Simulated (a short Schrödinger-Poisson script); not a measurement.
## MOS inversion layer, SiO2 on p-type Si(100)

System: MOS inversion layer, SiO2 on p-type Si(100), at 300 K.

```tsv
layer	material	thickness (nm)	Na (cm⁻³)
1	SiO2	3.7	-
2	Si	860	2.5e17
```

Constants are typed, rounded textbook-type inputs, not results; the design itself was drawn at random and stands for no fabricated device. SiO2: permittivity 3.9, conduction-band edge (eV) 3.15, gap (eV) 9, electron mass (mₑ) 0.5. Si: permittivity 11.7, conduction-band edge (eV) 0, gap (eV) 1.124, Nv at 300 K (cm⁻³) 3.1e19.

Channel valleys (confinement mass, in-plane density-of-states mass, number): Δ2 0.916, 0.19, 2; Δ4 0.19, 0.417, 4. At the gate the conduction-band edge of layer 1 lies 3.34 eV − eVg above the Fermi level of the channel; the field vanishes at the back. Gaps are held at their typed values at every temperature. Mesh 0.03 nm at interfaces.

From a short Schrödinger-Poisson script (our own, NumPy): 1D Poisson equation in equilibrium, electrons quantum, Hartree (BenDaniel-Duke, 12 states a valley, the channel's in-plane mass for all, wave functions free to enter the dielectric), parabolic valleys, classical holes, full ionisation, no traps, pinning or gate leakage.

```tsv
Vg (V)	electrons (cm⁻²)	C (μF/cm²)	Δ2 E0 (meV)	Δ2 E1 (meV)	Δ4 E0 (meV)	Δ4 E1 (meV)
0.3	1.08e9	0.141	233.7	283.9	272.4	355.5
0.6	5.46e11	0.665	69.1	126.2	112.9	204.1
0.9	1.91e12	0.781	32.2	97.5	82.0	178.7
1.2	3.40e12	0.812	12.8	85.7	68.1	169.3
1.5	4.93e12	0.828	-1.1	78.7	59.1	164.1
1.8	6.49e12	0.838	-12.4	73.8	52.3	160.7
2.1	8.07e12	0.845	-22.2	70.1	46.6	158.3
2.4	9.66e12	0.851	-31.0	67.2	41.7	156.6
2.7	1.13e13	0.855	-39.1	64.8	37.4	155.2
```

Gate voltages with under 1e6 electrons/cm² are left out.

Subbands count from the Fermi level.
